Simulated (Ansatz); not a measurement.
Take MoSi₂ (space group I4/mmm, No. 139; a = 3.1740 Å, c = 7.7787 Å; relaxed with 0.1 eV smearing) as the base. Axes: x, y, z lie along a, b, c of the conventional cell.

Computed with LDA, PAW, 420 eV (Ansatz, a program for electronic structure; spin-orbit coupling left out).

Modification: biaxial strain +2.00 %, plane normal [001], relaxed out of plane (Cartesian); in-plane vectors clamped, the third vector and the atoms free.

### Question
Estimate the effect on the energy relative to the base.

### Answer
The energy rises by 16 meV/atom.

### Question
How does this affect the in-plane stress?

### Answer
The mean in-plane stress (compression positive) amounts to -9.5 GPa.

Stability against distortions was not tested. All final runs are without spin polarisation.
